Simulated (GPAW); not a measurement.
A self-consistent single point of CaI2 (P3m1, 3 atoms in the cell) with GPAW.

Method: PBEsol, GPAW PAW datasets PBEsol (made by gpaw-setup) (plane waves; GPAW).

```xyz
3
Lattice="4.5516 0.0000 0.0000 -2.2758 3.9418 0.0000 0.0000 0.0000 7.2459" Properties=species:S:1:pos:R:3 pbc="T T T"
Ca     0.0000     0.0000     0.0500
I      0.0000     2.6279     1.7702
I      2.2758     1.3139     5.4757
```

Reference input (self-consistent single point, DFT PBEsol, plane waves, GPAW PAW datasets PBEsol (made by gpaw-setup)): mode = pw; ecut = 550 eV; xc = PBEsol; kpts = 3 3 2; mesh shift (steps) = 0 0 0; occupations.name = fixed-uniform; nbands = -6; convergence.density = 1e-05 e/electron; convergence.energy = 1e-05 eV/electron; convergence.bands = -4; symmetry.symmorphic = false; symmetry.tolerance = 0.0005. This run's input differs from it in these lines:

```diff
@@ -1,2 +1,3 @@
 from ase import Atoms
+from ase.dft.kpoints import monkhorst_pack
 from ase.units import GPa
@@ -15,3 +16,3 @@
             xc='PBEsol',
-            kpts={'size': (3, 3, 2), 'gamma': True},
+            kpts=monkhorst_pack((3, 3, 2)) + [0.5 / 3, 0.5 / 3, 0],
             occupations={'name': 'fixed-uniform'},
```

The program printed (abridged):

```
     iter     time        total  log10-change:
                         energy   eigst   dens
iter:   1 --:--:--   -10.382671   +0.85
iter:   2 --:--:--   -10.517462   +0.15  -1.37
iter:   3 --:--:--   -10.527161   -0.26  -1.40
iter:   4 --:--:--   -10.558330   -0.51  -1.47
iter:   5 --:--:--   -10.557876   -0.94  -1.86
iter:   6 --:--:--   -10.550263   -1.26  -2.02
iter:   7 --:--:--   -10.548958   -1.70  -2.40
iter:   8 --:--:--   -10.548536   -2.00  -2.55
iter:   9 --:--:--   -10.548510   -1.85  -2.87
iter:  10 --:--:--   -10.548483c  -2.03  -2.97
iter:  11 --:--:--   -10.548440c  -2.16  -2.97
   [... lines left out ...]
iter:  22 --:--:--   -10.548428c  -4.78  -4.85
iter:  23 --:--:--   -10.548428c  -4.66  -4.89
iter:  24 --:--:--   -10.548428c  -4.92  -5.26c
iter:  25 --:--:--   -10.548428c  -4.90  -5.48c
iter:  26 --:--:--   -10.548428c  -4.91  -5.56c
iter:  27 --:--:--   -10.548428c  -5.11  -5.59c
iter:  28 --:--:--   -10.548428c  -5.36  -5.76c
   [... 2 lines left out ...]
iter:  31 --:--:--   -10.548428c  -6.20  -6.03c
iter:  32 --:--:--   -10.548428c  -6.48  -6.28c
iter:  33 --:--:--   -10.548428c  -6.80  -6.69c
iter:  34 --:--:--   -10.548428c  -7.05  -6.75c
iter:  35 --:--:--   -10.548428c  -7.70c -6.77c
Converged after 35 iterations.

Dipole moment: (0.008133, -0.004696, -2.166096) |e|*Ang

Energy contributions relative to reference atoms: (reference = -405407.553146)

Kinetic:        +11.059010
Potential:      -10.133278
External:        +0.000000
XC:             -10.891256
Entropy (-ST):   +0.000000
Local:           -0.582904
SIC:             +0.000000
--------------------------
Free energy:    -10.548428
Extrapolated:   -10.548428

Showing only first 2 kpts
 Kpt  Band  Eigenvalues  Occupancy
  0    10      0.80037    2.00000
  0    11      0.88598    2.00000
  0    12      5.27662    0.00000
  0    13      5.85184    0.00000

  1    10      0.87961    2.00000
  1    11      0.94019    2.00000
  1    12      5.37322    0.00000
  1    13      5.82717    0.00000

Fermi level: 2.88420

Gap: 3.888 eV
Transition (v -> c):
   [... lines left out ...]
Direct gap: 4.349 eV
Transition at: (s=0, k=5, n=11, [0.50, 0.50, 0.25])
Energy (eV): -10.548428

Forces in eV/Ang:
  0 Ca    0.00000    0.00000   -0.23410
  1 I     0.00000    0.00000   -0.06251
  2 I    -0.00000    0.00000    0.29662

Stress tensor:
     0.008106    -0.000000     0.000000
    -0.000000     0.008106    -0.000000
     0.000000    -0.000000     0.005891
Stress (GPa, Voigt): [ 1.2987  1.2987  0.9438 -0.      0.     -0.    ]
```

The run converged in 35 iterations. GPAW prints stress with tension positive. Against the reference run the free energy falls by 14.7 meV/atom, the pressure goes from -1.01 to -1.18 GPa, the largest force goes from 0.317 to 0.297 eV/Å and the gap on the mesh goes from 3.762 to 3.888 eV. The full log also holds: “Note: your k-points are not as symmetric as your crystal!”.

The starting cell comes from a database of computed structures (which also holds hypothetical and non-ambient phases and stackings), without a prior relaxation at this level. Its lattice was rescaled by up to half a per cent. One atom was moved a little off its site on purpose. Spin-orbit coupling is off. Another mesh or the band path of this cell gives a smaller gap, so this value is not converged in the mesh.
